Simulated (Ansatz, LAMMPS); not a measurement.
Random Si-Ge alloy, 5x5x5 cubic cells, lattice parameter by Vegard's rule. Cell 27.55 × 27.55 × 27.55 Å, Si863Ge137, 1000 atoms. Prepared with Tersoff's 1989 multicomponent potential (SiCGe.tersoff) (LAMMPS): minimisation. 

Basis: localised support functions (accuracy medium) on a full density matrix. k-points: zone centre alone; occupations: Fermi-Dirac, 0.020 eV; spin polarisation not allowed. Scalar-relativistic, no spin-orbit coupling.

Give the energy, gap and bonding at the level Ansatz (a quantum-chemistry and plane-wave program) with PBE, support functions at accuracy medium on the grid of 370 eV.


- energy over the perfect crystal(s), per atom = 9 meV/atom
- Kohn-Sham gap of the cell on its k-mesh = 0.58 eV
- coordination (neighbours within 2.845 Å) = 100.0 % 4-fold
- Ge-Ge bonds, mean ± spread = 2.464 ± 0.005 Å
- Ge-Si bonds, mean ± spread = 2.418 ± 0.005 Å
- Si-Si bonds, mean ± spread = 2.374 ± 0.005 Å
- bond angles, mean ± spread = 109.5° ± 0.8°
- pressure = -0.35 GPa
